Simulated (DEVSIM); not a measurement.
Device: Co/Al2O3/p-Si capacitor, at 300 K.

| layer (left to right) | material | thickness (nm) | Na (cm⁻³) |
|---|---|---|---|
| 1 | Al2O3 | 2.10 | - |
| 2 | Si | 680 | 7.1e17 |

Metal gate on the left, work function 5 eV. Fixed charge at the semiconductor interface 0 cm⁻² (in units of +e); no interface traps.

This is a model device: material constants are rounded textbook-type values typed into the input, and sizes, dopings and lifetimes were drawn at random. Values at 300 K; Nc and Nv go as T^1.5, mobilities as T to minus their exponent, the gap by Varshni's rule with the affinity fixed.

| parameter | Al2O3 | Si |
|---|---|---|
| gap (eV) | 6.8 | 1.124 |
| affinity (eV) | 1.35 | 4.05 |
| permittivity | 9 | 11.7 |
| Nc (cm⁻³) | - | 2.86e19 |
| Nv (cm⁻³) | - | 3.1e19 |
| Varshni α (eV/K) | - | 0.000473 |
| Varshni β (K) | - | 636 |

Simulated with DEVSIM: 1D Poisson equation in equilibrium, Boltzmann statistics, complete ionisation; no quantum confinement or tunnelling. Metal contacts follow the ideal Schottky-Mott rule: no Fermi-level pinning, no interface dipoles.

The temperature was swept, all else fixed.

| temperature (K) | threshold voltage (band bending 2φF) (V) | minimum of the low-frequency capacitance (μF/cm²) | flat-band voltage (V) |
|---|---|---|---|
| 250 | 1.00 | 0.246 | -0.11 |
| 300 | 0.98 | 0.263 | -0.08 |
| 350 | 0.95 | 0.271 | -0.04 |
| 400 | 0.92 | 0.286 | 0.00 |
| 450 | 0.89 | 0.309 | 0.04 |
| 500 | (withheld) | (withheld) | 0.08 |

**Question.** What belongs in the gaps?

**Answer.** 
- 500, threshold voltage (band bending 2φF) (V): 0.86
- 500, minimum of the low-frequency capacitance (μF/cm²): 0.328
